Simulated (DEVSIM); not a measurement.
Device: Schottky contact on n-type β-Ga2O3, at 300 K.

Layer 1 from the left is β-Ga2O3, thickness (μm) 4.20, Nd (cm⁻³) 1.5e17, τn (s) 2.9e-8, τp (s) 2.9e-8. Layer 2 from the left is β-Ga2O3, thickness (μm) 0.800, Nd (cm⁻³) 1.5e18, τn (s) 2.9e-8, τp (s) 2.9e-8.

Left contact: Schottky, work function 5.25 eV, emission velocity 2.5e6 cm/s. Right contact: ohmic. Voltage is applied to the left contact. Recombination: SRH at mid-gap. Mobility is μmin + (μ − μmin)/(1 + (N/Nref)^α).

This is a model device: material constants are rounded textbook-type values typed into the input, and sizes, dopings and lifetimes were drawn at random. Values at 300 K.

β-Ga2O3: gap (eV) 4.8, affinity (eV) 4, permittivity 10, Nc (cm⁻³) 3.7e18, Nv (cm⁻³) 5e20, μn (cm²/Vs) 160, μp (cm²/Vs) 1, μn,min 20, μp,min 0.1, Nref,n 1e18, Nref,p 1e18, αn 0.8, αp 0.8.

Model (solved in DEVSIM): 1D drift-diffusion, Boltzmann statistics, complete ionisation; no tunnelling, impact ionisation, image-force lowering or self-heating. Metal contacts follow the ideal Schottky-Mott rule: no Fermi-level pinning, no interface dipoles.

Dark forward current:

| |V| (V) | |J| (A/cm²) |
|---|---|
| 0.15 | 4.534e-13 |
| 0.20 | 3.138e-12 |
| 0.25 | 2.167e-11 |
| 0.30 | 1.496e-10 |
| 0.35 | 1.032e-9 |
| 0.40 | 7.118e-9 |
| 0.45 | 4.909e-8 |
| 0.50 | 3.384e-7 |
| 0.55 | 2.331e-6 |
| 0.60 | 1.605e-5 |
| 0.65 | 0.0001105 |
| 0.70 | 0.0007596 |
| 0.75 | 0.005216 |
| 0.80 | 0.03576 |
| 0.85 | 0.2443 |
| 0.90 | 1.653 |
| 0.95 | 10.69 |
| 1.00 | 56.72 |
| 1.05 | 190.8 |
| 1.10 | 411.7 |
| 1.15 | 684.3 |
| 1.20 | 985.4 |
| 1.25 | 1303 |
| 1.30 | 1632 |
| 1.35 | 1969 |
| 1.40 | 2311 |

**Question.** Work out the local ideality factor n = ΔV / (kT/q · ln(J2/J1)) between the rows 0.15 and 0.20 V, 1.35 and 1.40 V.

**Answer.** kT/q = 25.85 mV. From 0.15 to 0.20 V: ln(3.138e-12/4.534e-13) = 1.935, n = 1.00, near the 1 of diffusion or emission over a barrier. From 1.35 to 1.40 V: ln(2311/1969) = 0.160, n = 12.08; the layers' resistance at their doping, Σ W/(qμN) = 0.00013 Ω cm², would take 46 mV of this step of 50 mV.

**Question.** Estimate the current at 0.55 V for emission alone, J0 = q v N_band exp(−φB/kT), and read the barrier back from the simulated current.

**Answer.** φB = 1.250 eV, N_band = 3.70e18 cm⁻³, J0 = 1.48e-15 A/cm²; J = J0 (exp(qV/kT) − 1) = 2.57e-6 A/cm². The simulation gives 2.33e-6 A/cm²; the estimate lies 10 % above. Read backwards, the simulated current gives an apparent barrier of 1.253 eV. The estimate leaves out transport through the depletion region and minority injection.
